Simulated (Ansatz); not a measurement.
The starting structures come from a database of crystals and need not be the phases stable at ambient conditions.

 Where the default PAW files enter, the runs use the earlier of Ansatz's two default sets.

Tunnelling through a barrier is set by its complex band structure: the current falls as exp(−2κd) with the smallest κ.

Consider the following.

```xyz
12
Lattice="4.7164 0.0000 0.0000 0.0000 4.7744 0.0000 0.8456 0.0000 4.8673" Properties=species:S:1:pos:R:3 pbc="T T T"
Ti     4.0110     2.6394     3.4711
Ti     1.5511     2.1351     1.3962
Ti     1.9739     0.2521     3.8298
Ti     3.5882     4.5223     1.0375
O      3.4335     1.2300     4.7055
O      2.1286     3.5444     0.1617
O      2.5514     3.6173     2.5954
O      3.0106     1.1572     2.2719
O      4.7126     3.2322     1.7111
O      0.8494     1.5423     3.1561
O      0.4266     0.8449     0.7225
O      5.1355     3.9295     4.1448
```

Space group of this cell: P2_1/c. The cell is strained (all lengths scaled by 0.98); by r2SCAN its mean pressure is 16.6 GPa.

Transport runs along the normal of the first two printed cell vectors.

The gap is the functional's own. No spin-orbit coupling. Mid-gap values are interpolated on the energy grid.

**Question.** State the band gap and the smallest decay constant κ at mid-gap according to r2SCAN (Ansatz, an electronic-structure program).

**Answer.** Gap 2.81 eV on a 8×6×6 mesh; κ = 0.428 1/Å, at (0.500, 0.333) of the in-plane reciprocal vectors. At the zone centre, at the nearest computed energy, the slowest state has κ = 0.44 1/Å.
